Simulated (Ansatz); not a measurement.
An Ansatz (a first-principles code) input (PBEsol in Ansatz (plane waves to 420 eV, PAW, no spin-orbit coupling)):

Ansatz 0.2 input:
```yaml
crystal:
  lattice:
    - [-1.6012964707, 1.6012964707, 3.907837337]
    - [1.6012964707, -1.6012964707, 3.907837337]
    - [1.6012964707, 1.6012964707, -3.907837337]
  atoms:
    - { symbol: Si, position: [0.6654719849, 0.6654719849, 0] }
    - { symbol: Si, position: [0.3345280151, 0.3345280151, 0] }
    - { symbol: W, position: [0, 0, 0] }
basis: { ecutwfc: 420, ecutrho_ratio: 4, xc_grid: 2, fft_grid_basis: typed }
kpoints: { mp_grid: { grid: [20, 20, 20] } }
hamiltonian:
  xc: pbesol
  dispersion: none
  pseudopotentials: { kind: paw }
scf: { occupations: { method: fermi_dirac, width: 0.05 }, convergence: { dr2_threshold: 0.0000000003 } }
output: { forces: true, stress: true }
checkpoint: { write: state.ck, write_every: 1000 }
```

Which symmetry and how many k-points will the program report, and about how many plane waves at Γ?

Space group I4/mmm (ITA 139) with 16 operations, k-points 641 of 8000, and 769 plane waves at Γ.

Stability against distortions was not tested. The final runs are not spin-polarised. The cell is WSi$_{2}$ (space group I4/mmm, No. 139).
